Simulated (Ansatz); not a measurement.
Structures of equal composition on the (0001) surface of hcp Ti: a pseudomorphic layer of Re in the host's stacking; a pseudomorphic layer of Re in the other hollow. The slabs share one bottom face, and each structure is named by its start. These are constructed structures in small cells; real faces may alloy, dewet or reconstruct in larger ones, and not all known structures of the face are among them. Slabs of about 12 Å with all that they carry, Fermi-Dirac smearing of 0.1 eV. Bottom of the slabs: a bare face, its two planes held. Relaxed from the named starts with such symmetry as they have, on meshes of like density; energies extrapolated to zero smearing; no spin-orbit coupling, no U. Spin-polarised runs, if any, are marked in brackets, and their order is one that fits the cell; the others ran without spin.

Level of theory: PBE (plane waves to 420 eV, PAW; Ansatz, a first-principles code).

Problem. Order them by energy per 1x1 cell (lowest first) at the level PBE.

Solution. a pseudomorphic layer of Re in the other hollow (0.000 eV), a pseudomorphic layer of Re in the host's stacking (0.035 eV)
